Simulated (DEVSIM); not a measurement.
Structure: Ni/SiO2/n-Si capacitor, at 300 K.

| layer (left to right) | material | thickness (nm) | Nd (cm⁻³) |
|---|---|---|---|
| 1 | SiO2 | 8.80 | - |
| 2 | Si | 400 | 2.1e18 |

Metal gate on the left, work function 5.1 eV. Fixed charge at the semiconductor interface 0 cm⁻² (in units of +e); no interface traps.

This is a model device: material constants are rounded textbook-type values typed into the input, and sizes, dopings and lifetimes were drawn at random. Values at 300 K.

```csv
parameter,SiO2,Si
gap (eV),9,1.124
affinity (eV),0.9,4.05
permittivity,3.9,11.7
Nc (cm⁻³),-,2.86e19
Nv (cm⁻³),-,3.1e19
```

DEVSIM, 1D Poisson equation in equilibrium, Boltzmann statistics, complete ionisation; no quantum confinement or tunnelling. Metal contacts follow the ideal Schottky-Mott rule: no Fermi-level pinning, no interface dipoles.

Task: Tabulate band edges, carrier densities and field at -1.5 V on the gate.

Result: Energies count from the Fermi level of the right contact; mesh points crowd at the junctions.

```tsv
x (μm)	Ec (eV)	Ev (eV)	n (cm⁻³)	p (cm⁻³)	field (V/cm)
0.000	5.700	-3.300	< 1e2	< 1e2	-2000000
0.0008961	5.520	-3.480	< 1e2	< 1e2	-2000000
0.002296	5.239	-3.761	< 1e2	< 1e2	-2000000
0.004400	4.816	-4.184	< 1e2	< 1e2	-2000000
0.007087	4.276	-4.724	< 1e2	< 1e2	-2000000
0.008277	4.037	-4.963	< 1e2	< 1e2	-2000000
0.009062	0.766	-0.358	3900000	3.0e13	-660000
0.01084	0.653	-0.471	3.0e8	3.8e11	-600000
0.01352	0.504	-0.620	9.9e10	1.2e9	-520000
0.01842	0.289	-0.835	3.9e14	290000	-360000
0.02743	0.096	-1.028	6.9e17	170	-86000
0.05208	0.068	-1.056	2.1e18	< 1e2	-21
0.08915	0.068	-1.056	2.1e18	< 1e2	≈ 0
0.1572	0.068	-1.056	2.1e18	< 1e2	≈ 0
0.2886	0.068	-1.056	2.1e18	< 1e2	≈ 0
0.3438	0.068	-1.056	2.1e18	< 1e2	≈ 0
0.3739	0.068	-1.056	2.1e18	< 1e2	≈ 0
0.3903	0.068	-1.056	2.1e18	< 1e2	≈ 0
0.4012	0.068	-1.056	2.1e18	< 1e2	≈ 0
0.4052	0.068	-1.056	2.1e18	< 1e2	≈ 0
0.4074	0.068	-1.056	2.1e18	< 1e2	≈ 0
0.4088	0.068	-1.056	2.1e18	< 1e2	≈ 0
```
